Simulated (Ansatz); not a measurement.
**A self-consistent single point of LiAg (I4_1/amd, 4 atoms in the cell) with Ansatz (an electronic-structure program)**

Method: LDA (PW92), default PAW files made with PBE (plane waves; Ansatz).

The input file:

Ansatz 0.2 input:
```yaml
# LiAg
crystal:
  lattice:
    - [-2.321151, 2.321151, 3.017520]
    - [2.321151, -2.321151, 3.017520]
    - [2.321151, 2.321151, -3.017520]
  atoms:
    - { symbol: Li, position_ang: [2.321151, 0.000000, 1.508760] }
    - { symbol: Li, position_ang: [0.000000, 0.000000, 3.017520] }
    - { symbol: Ag, position_ang: [0.000000, 2.321151, 1.508760] }
    - { symbol: Ag, position_ang: [0.000000, 0.000000, 0.000000] }
basis:
  ecutwfc: 30.9 Ry
kpoints:
  mp_grid:
    grid: [10, 10, 10]
hamiltonian:
  xc: lda
  pseudopotentials:
    kind: paw
scf:
  occupations:
    method: gaussian
    width: 0.0073 Ry
output:
  forces: true
  eigenvalues: true
  stress: true
```

The program printed (abridged):

```
WARN ansatz: RAYON_NUM_THREADS=1 ignored (pool sized by the plan → 1); use --threads N
Pseudopotentials: kind: paw
Pseudopotential: Li, paw, valence charge 3
Pseudopotential: Ag, paw, valence charge 19
Crystal: 4 atoms, lattice volume = 65.030 Å³
Basis set: ecut = 420.4159175005146 eV, 1275 PW (Γ)
Bands: 27, of which v1, the nominal top of the filled ones, is band 22 counted from 1 (21 counted from 0)
Symmetry: 16 space group operations
Space group: I41/amd (ITA 141), of the structure as read, at distance tolerance 4.0e-5 Å
k-points: 102 of 1000
PAW frozen core: Ag, regenerated for the run's functional, and the local potential with it
Initial density: superposition of atomic densities (neutral atoms: chi_scale 0, normalization atom), corrected by the library's trained network
Initial wavefunctions: pseudopotential atomic-orbital guess
Eigensolver: davidson
Functional: x = slater, c = lda
SCF iter   1: F=—  HF=-15320.361356 eV  |F-HF|=—  |Δ(HF+E_count)|=         —  Δρ=1.03e-2  dr2=5.43e-2  ethr=1.77e-3  ⟨swp⟩=4.9  Hψ=9835  notcnv=0
all-band conjugate gradients solve this SCF's bands
preconditioner: auto → Kerker (q_TF=auto, 2.556 Å⁻¹)
SCF iter   2: F=—  HF=-15320.339687 eV  |F-HF|=—  |Δ(HF+E_count)|=   2.17e-2  Δρ=3.23e-3  dr2=2.35e-3  ethr=1.23e-4  ⟨swp⟩=2.0  Hψ=5169  notcnv=0  defer=6
SCF iter   3: F=—  HF=-15320.337526 eV  |F-HF|=—  |Δ(HF+E_count)|=   2.16e-3  Δρ=1.21e-3  dr2=3.37e-4  ethr=5.34e-6  ⟨swp⟩=2.2  Hψ=3582  notcnv=0  defer=6
SCF iter   4: F=—  HF=-15320.337392 eV  |F-HF|=—  |Δ(HF+E_count)|=   1.34e-4  Δρ=2.45e-4  dr2=3.64e-5  ethr=7.65e-7  ⟨swp⟩=2.3  Hψ=4308  notcnv=0  defer=6
SCF iter   5: F=—  HF=-15320.337388 eV  |F-HF|=—  |Δ(HF+E_count)|=   3.09e-6  Δρ=5.43e-5  dr2=4.18e-6  ethr=8.28e-8  ⟨swp⟩=2.0  Hψ=2923  notcnv=0  defer=6
SCF iter   6: F=-15320.337387 eV  HF=-15320.337387 eV  |F-HF|=2.18e-10  |Δ(HF+E_count)|=   1.40e-6  Δρ=1.28e-5  dr2=8.55e-8  ethr=2.27e-10  ⟨swp⟩=5.3  Hψ=12195  notcnv=0
SCF 1 converged in 6 iterations: F = -15320.337387 eV  dr2 = 8.55e-8
SCF converged after 6 iterations
Free energy (F): -15320.337387 eV
Harris-Foulkes:  -15320.337387 eV  (|F-HF|=2.18e-10)
Internal energy: -15320.330120 eV  (E = F + TS)
E sigma→0 (E₀):  -15320.333754 eV
Entropy (-TS):   -0.007267 eV (-1.817 meV/atom)
Fermi energy:    9.768063 eV
--- Per-component energies (eV) ---
  E_band       = -886.878596
  E_kinetic    = 1099.401104
  E_local      = -6404.769830  (includes V_loc(G=0)·N_el)
  E_nonlocal   = 105.024407
  E_hartree    = 2829.459820
  E_xc         = -388.746359
  E_vxc        = -497.073006  (∫ρ·V_xc dr)
  E_paw        = -7576.708705  (= ΣΔE_a)
  E_vpaw       = -848.391119  (= ΣTr[D̂ρ^β])
  E_aug_tail   = 0.000502  (compensation charges beyond the density's cutoff)
  E_ewald      = -4985.440675
  E_core_change = 1.449615  (= ΣΔE_core)
  E_smearing   = -0.007267  (= −TS)
  E_closure    = -0.000000  (closes the sum)
  Σ components = -15320.337387   (vs F -15320.337387, Δ=0.00e0)
--- Forces (eV/Å), atoms counted from 1 ---
  atom   1  Li    -0.00000000     0.00000000    -0.00000000
   [... zero for the other atoms too ...]
  max |Σ_I F_I| component: 7.46e-17 eV/Å
--- Stress (GPa, compression-positive) ---
       -3.771586      -0.000000      -0.000000
       -0.000000      -3.771586       0.000000
       -0.000000       0.000000      -3.644773
  P = ⅓ Tr σ = -3.7293 GPa (-37.293 kbar)
  The stress holds the Pulay correction. Without it, at fixed plane waves, as pw.x and ABINIT print it: P = -3.7411 GPa
--- Band table (eV; the first three rows and the last of 102) ---
  k-point 0: bands = ["-82.2081", "-82.1870", "-45.7718", "-45.7708", "-45.7708", "-45.7064", "-45.6887", "-45.6887", "-35.4230", "-35.3826", "3.5100", "4.4567", "4.4657", "4.5669", "4.5669", "4.5871", "5.4596", "5.4596", "5.6360", "6.1274", [...]
  k-point 1: bands = ["-82.2076", "-82.1875", "-45.7730", "-45.7723", "-45.7688", "-45.7044", "-45.6907", "-45.6879", "-35.4220", "-35.3836", "3.6289", "4.3417", "4.4656", "4.5697", "4.5756", "4.7576", "5.3615", "5.5079", "5.6648", "6.1141", [...]
  k-point 2: bands = ["-82.2061", "-82.1890", "-45.7761", "-45.7761", "-45.7630", "-45.6995", "-45.6966", "-45.6860", "-35.4190", "-35.3864", "3.9730", "4.2178", "4.4631", "4.5669", "4.6878", "4.9612", "5.1322", "5.6526", "5.7647", "6.0193", [...]
  k-point 101: bands = ["-82.1976", "-82.1976", "-45.7833", "-45.7833", "-45.7394", "-45.7394", "-45.6763", "-45.6763", "-35.4025", "-35.4025", "4.4119", "4.4119", "4.6275", "4.6275", "5.2113", "5.2113", "5.3923", "5.3923", "6.0669", "6.0669", [...]
```

The run converged in 6 iterations.

The starting cell comes from a database of computed structures (which also holds hypothetical and non-ambient phases and stackings), without a prior relaxation at this level. Its lattice was rescaled by up to half a per cent. With a pressure of about -4 GPa the cell is away from its equilibrium volume at this level. Ansatz's pressure includes its estimate of the finite-basis (Pulay) stress.
